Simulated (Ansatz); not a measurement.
## A computed series for Rb2InAgF6: pressure series

Take Rb₂InAgF₆ (space group Fm-3m, No. 225; a = 8.917 Å; a cell from a computed database, its experimental status unchecked) as the base.

Cell and atoms are relaxed at each pressure.

Method: Kohn–Sham DFT with the r2SCAN functional, run in Ansatz (an electronic-structure program) with PAW and 500 eV plane waves, without spin-orbit coupling.

```csv
pressure (GPa),band gap (eV)
-2,2.47
-1,2.40
0,2.35
0.9,2.31
2.1,2.26
4.5,?
9,2.09
15,2.02
```

Problem. Fit E_g = E₀ + αP + βP² to the rows shown and predict the withheld row.

Solution. Least squares on the printed values gives E₀ = 2.36 eV, α = -45.3 meV/GPa, β = 1.5 meV/GPa² (largest residual 0.02 eV); this predicts 2.18 eV, and the run gives 2.19 eV, in agreement.

Load acts through the strain it causes; cell and atoms are relaxed under it. Stability against distortions was not tested. Competing high-pressure phases were not computed.
